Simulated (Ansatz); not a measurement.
Band structure of a sheet of BeSe (4 atoms in the cell).

```xyz
4
Lattice="3.2831 0.0000 0.0000 -1.6416 2.8433 0.0000 0.0000 0.0000 18.2085" Properties=species:S:1:pos:R:3 pbc="T T T"
Be     1.6416     0.9478     7.9841
Be     1.6416     0.9478    10.2244
Se     0.0000     1.8955     7.0000
Se     0.0000     1.8955    11.2085
```

Method of the run: PBE (plane waves, PAW; Ansatz, a first-principles code).

Settings: kpoints.mp_grid.grid = 12 12 1; hamiltonian.xc = pbe; hamiltonian.pseudopotentials = {kind: paw} (the program's default PAW files); scf.occupations.method = gaussian; scf.occupations.width = 0.0037 Ry; kpoints.band_path.path = [[0.0, 0.0, 0.0], [0.5, 0.0, 0.0], [0.33333333, 0.33333333, 0.0], [0.0, 0.0, 0.0]]; kpoints.band_path.npoints = 10.

The starting cell was generated: these elements placed on a structure prototype, without a prior relaxation; it need not be a known phase or ordering of this composition.

Levels in eV from the Fermi level, bands 15 to 21:
| point | 15 | 16 | 17 | 18 | 19 | 20 | 21 |
|---|---|---|---|---|---|---|---|
| Γ | 0.49 | 0.49 | 0.49 | 0.67 | 0.67 | 4.74 | 4.87 |
| M | -2.75 | -1.58 | -1.53 | -1.30 | -0.29 | 4.09 | 5.04 |
| K | -4.70 | -4.31 | -2.22 | -1.27 | -0.05 | 3.28 | 6.14 |

Bands cross the Fermi level along this path, so the cell is metallic at this level.

Keys are those of Ansatz 0.2.
